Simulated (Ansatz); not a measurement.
Base system: HgF₂ in the fluorite structure (space group Fm-3m, No. 225).

```
CELL_PARAMETERS angstrom
      0.00000     2.76938     2.76938
      2.76938     0.00000     2.76938
      2.76938     2.76938     0.00000
ATOMIC_POSITIONS crystal
  Hg 0.00000 0.00000 0.00000
  F  0.25000 0.25000 0.25000
  F  0.75000 0.75000 0.75000
```

The values are results of plane-wave PAW DFT at the PBEsol level (Ansatz, an electronic-structure program, 420 eV), scalar-relativistic without spin-orbit coupling, not measurements.

Base values:

The pressure is 0.01 GPa. The electron mass comes out as 0.27 mₑ (at Γ).

Perturbation: every lattice vector is stretched by 1.50 %, atoms relaxed at fixed cell.

### Question
What happens to the pressure and electron mass?

### Answer
The pressure falls by 4.05 GPa (0.01 GPa → -4.04 GPa); the electron mass changes from 0.27 mₑ (at Γ) to 0.26 mₑ (at Γ).

Spin-orbit coupling, missing from the scalar runs, can matter with Hg. The levels and masses belong to the bands next to the band gap. The cells carry an imposed strain or load. Masses are band curvatures over ±0.01 Å⁻¹ around the edge. Stability against distortions was not tested.
